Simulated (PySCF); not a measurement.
PySCF 2.14.0, B3LYP/def2-svp, df: selenium dioxide (O=[Se]=O), 3 atoms. The geometry is a generated start, not checked to be a minimum at this level.

* **task**: energy
* **method**: b3lyp
* **basis**: def2-svp
* **two-electron scheme**: density fitting
* **mol.max_memory**: 3000 MB
* **mf.max_cycle**: 100
* **mf.init_guess**: minao (default)
* **mf.conv_tol**: 1e-09 (default)
* **mf.grids.level**: 3 (default)
* **basis functions**: 60
* **grid points**: 48592

```xyz
3

O     -1.2516    -0.3966     0.0218
Se    -0.0455     0.6030    -0.0107
O      1.2971    -0.2064    -0.0111
```

With the defaults (mf.DIIS = CDIIS, mf.diis = true, mf.diis_space = 8, mf.level_shift = 0, mf.damp = 0, mf.diis_start_cycle = 1, mf.diis_damp = 0) it converges in 12 Fock builds. One run each on 2 threads, 1 BLAS thread, with these changes:
- mf.diis_space = 12
- mf.diis_space = 3
- mf.diis = false
- mf.diis = false, mf.damp = 0.7, mf.diis_start_cycle = 999
- mf.diis_damp = 0.3
- mf.DIIS = EDIIS
- mf.damp = 0.3, mf.diis_start_cycle = 4
- mf.level_shift = 0.1 Hartree
- mf.DIIS = ADIIS

Task: Name the settings that don't reach the solution of the defaults.

Result: No convergence: mf.DIIS = EDIIS; mf.diis = false (the run ends without SCF convergence in 100 cycles). The rest reach the solution of the defaults.

```tsv
setting	Fock builds	end
the defaults	12	same solution
mf.diis_space = 12	12	same solution
mf.diis_damp = 0.3	12	same solution
mf.level_shift = 0.1 Hartree	13	same solution
mf.damp = 0.3, mf.diis_start_cycle = 4	16	same solution
mf.diis_space = 3	23	same solution
mf.DIIS = ADIIS	26	same solution
mf.diis = false, mf.damp = 0.7, mf.diis_start_cycle = 999	26	same solution
mf.DIIS = EDIIS	101	no convergence
mf.diis = false	101	no convergence
```
